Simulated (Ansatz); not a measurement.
**Fermi-surface data of CoAl under load (space group Cmmm)**

Consider the following.

```
CELL_PARAMETERS angstrom
      2.81835    -0.00451     0.00000
     -0.00451     2.81835     0.00000
      0.00000     0.00000     2.82598
ATOMIC_POSITIONS crystal
  Al 0.00000 0.00000 0.00000
  Co 0.50000 0.50000 0.50000
```

All values below come from PBEsol, rigid bands (plane waves, PAW, scalar-relativistic; Ansatz, an electronic-structure program). Condition of this run: uniaxial stress along [110] of 1 GPa (compression positive) (the target of the relaxation). Cell: cell and atoms relaxed with PBEsol, then loaded as said.

```json
{
 "density of states at the Fermi level": "0.675 states/(eV·cell), both spins",
 "bare Sommerfeld coefficient": "0.80 mJ/(mol of atoms·K²)",
 "drude_plasma_energy": "4.0 eV",
 "root-mean-square Fermi velocity": "4.6e5 m/s",
 "resistivity times τ": "30 ×10⁻²² Ω·m·s"
}
```

A metal at this level (no band gap); rigid bands, thermally averaged at 300 K, both spins. Spin-orbit coupling is left out. τ is one relaxation time for all states.

Treated as nonmagnetic (a ferromagnetic start lost its moment, other orders weren't tried): CoAl under load (space group Cmmm).
